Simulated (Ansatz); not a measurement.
An Ansatz (an electronic-structure program) input (PBEsol in Ansatz (plane waves to 420 eV, PAW, scalar-relativistic without spin-orbit coupling)):

Ansatz 0.2 input:
```yaml
crystal:
  lattice:
    - [4.5614276797, 0, 0]
    - [-2.2807138399, 3.9503122482, 0]
    - [0, 0, 7.4119188962]
  atoms:
    - { symbol: Mg, position: [0.3333333333, 0.6666666667, 0.9995872175] }
    - { symbol: Mg, position: [0.6666666667, 0.3333333333, 0.4995872175] }
    - { symbol: Te, position: [0.3333333333, 0.6666666667, 0.3764127825] }
    - { symbol: Te, position: [0.6666666667, 0.3333333333, 0.8764127825] }
basis: { ecutwfc: 420, ecutrho_ratio: 4, xc_grid: 2, fft_grid_basis: typed }
kpoints: { mp_grid: { grid: [8, 8, 5] } }
hamiltonian:
  xc: pbesol
  dispersion: none
  pseudopotentials: { kind: paw }
scf: { occupations: { method: fermi_dirac, width: 0.05 }, convergence: { dr2_threshold: 0.0000000004 } }
output: { forces: true, stress: true }
checkpoint: { write: state.ck, write_every: 1000 }
```

**Question.** Which symmetry and how many k-points will the program report, and about how many plane waves at Γ?

**Answer.** Space group P63mc (ITA 186) with 12 operations, k-points 30 of 320, and 2635 plane waves at Γ.

Whether these cells are dynamically stable was not tested. The cell is MgTe in the wurtzite structure (space group P6_3mc, No. 186).
